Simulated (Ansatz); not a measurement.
SrHfN2 (model structure, started from the LiVN2 type, Pna2₁, No. 33, 16 atoms in the cell) was calculated with LDA in Ansatz (PAW).

Run with plane-wave cutoff 520 eV, 6×6×6 k mesh, Fermi–Dirac smearing 0.01 eV, scalar-relativistic PAW data made under PBE.

Cell (relaxed at this level):

```
HfSrN2
1.0
    6.31292     0.00000     0.00000
    0.00000     7.81126     0.00000
    0.00000     0.00000     5.59082
Sr Hf N
4 4 8
Direct
  0.58108   0.87988   0.98059
  0.41892   0.12012   0.48059
  0.91892   0.37988   0.48059
  0.08108   0.62012   0.98059
  0.56462   0.37369   0.99901
  0.43538   0.62631   0.49901
  0.93538   0.87369   0.49901
  0.06462   0.12631   0.99901
  0.54834   0.40557   0.35582
  0.45166   0.59443   0.85582
  0.95166   0.90557   0.85582
  0.04834   0.09443   0.35582
  0.61863   0.83856   0.43458
  0.38137   0.16144   0.93458
  0.88137   0.33856   0.93458
  0.11863   0.66144   0.43458
```

Task: What does this level give for the band gap?

Result: 
- band gap = 2.30 eV (on the SCF k mesh)

Note: the relaxation could raise the start's symmetry but not lower it, so the cell can be a saddle point.

Spin–orbit coupling is not included.

The result took around 30 core-minutes (rough).

A model structure was made by putting elements into a prototype or built by hand; it is no filed structure, need not be a known phase, and can be a saddle point held by its symmetry.

Ansatz is a program for electronic structure.
